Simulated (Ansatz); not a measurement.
**CdSe in the zinc blende structure (space group F-43m, No. 216)**

Space group F-43m (No. 216); a = b = c = 6.1964 Å, α = β = γ = 90.00°

```tsv
atom	site	symmetry	x	y	z
Cd	4a	-43m	0.0000	0.0000	0.0000
Se	4d	-43m	0.7500	0.7500	0.7500
```
(The calculation used a cell of 2 atoms; values per cell refer to that cell.)

Computed with PBE/PAW in Ansatz (a program for electronic structure), scalar-relativistic without spin-orbit coupling. Settings: 9×9×9 k-points, 0.05 eV Fermi–Dirac smearing.

```json
{
 "volume_per_atom": "29.74 Å³",
 "density": "5.34 g/cm³",
 "band_gap": "0.49 eV, direct at Γ",
 "electron_mass": "0.052 mₑ",
 "Hole mass (degenerate bands, along [100])": "0.054, 0.73, 0.73 mₑ",
 "Lowest conduction-band minima above the VBM": "Γ 0.49 eV",
 "total_energy": "-6862.398 eV/atom (σ→0; compares only within this code and set-up)"
}
```

Effective masses come from finite differences of ±0.01 Å⁻¹. Semilocal Kohn–Sham gaps tend to fall short of experiment. Stability against distortions was not tested.
